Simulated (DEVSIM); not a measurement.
Structure: double heterostructure, Si between p- and n-type GaP, at 400 K.

```tsv
layer (left to right)	material	thickness (μm)	Nd (cm⁻³)	Na (cm⁻³)	τn (s)	τp (s)
1	GaP	0.380	-	1e18	9.7e-7	9.7e-7
2	Si	0.290	8.2e15	-	9.7e-7	9.7e-7
3	GaP	0.800	6.2e17	-	9.7e-7	9.7e-7
```

Left contact: ohmic. Right contact: ohmic. Voltage is applied to the left contact. Recombination: SRH at mid-gap, radiative. Mobility is μmin + (μ − μmin)/(1 + (N/Nref)^α).

This is a model device: material constants are rounded textbook-type values typed into the input, and sizes, dopings and lifetimes were drawn at random. Values at 300 K; Nc and Nv go as T^1.5, mobilities as T to minus their exponent, the gap by Varshni's rule with the affinity fixed. The table also holds parameters that only a changed run uses.

```csv
parameter,GaP,Si
gap (eV),2.26,1.124
affinity (eV),3.8,4.05
permittivity,11.1,11.7
Nc (cm⁻³),1.8e19,2.86e19
Nv (cm⁻³),1.9e19,3.1e19
μn (cm²/Vs),250,1417
μp (cm²/Vs),150,470
"μn,min",10,52
"μp,min",10,45
"Nref,n",4.4e18,9.7e16
"Nref,p",1e18,2.2e17
αn,0.8,0.68
αp,0.85,0.72
T exponent of μn,1.6,2.3
T exponent of μp,1.98,2.2
B (cm³/s),1e-13,4.7e-15
Cn (cm⁶/s),1e-30,2.8e-31
Cp (cm⁶/s),1e-30,9.9e-32
Varshni α (eV/K),0.00058,0.000473
Varshni β (K),372,636
```

Simulated with DEVSIM: 1D drift-diffusion, Boltzmann statistics, complete ionisation; no tunnelling, impact ionisation, image-force lowering or self-heating. Band offsets follow the typed affinities; no thermionic-emission limit at abrupt steps, no polarisation charge.

Base results: dark forward voltage at 100 A/cm² (V) 1.477; potential step across the device at zero bias (V) 1.970; dark forward voltage at 1 A/cm² (V) 1.057.

Q: What follows from this one change: doping Nd of layer 3 6.2e+17 → 1.9e+17 cm^-3?

A: dark forward voltage at 100 A/cm² little changed (1.478 V); potential step across the device at zero bias 1.970 → 1.929 V; dark forward voltage at 1 A/cm² little changed (1.056 V).

Q: What follows from this one change: Auger recombination switched on?

A: dark forward voltage at 100 A/cm² 1.477 → 1.372 V; potential step across the device at zero bias little changed (1.970 V); dark forward voltage at 1 A/cm² 1.057 → 1.049 V.
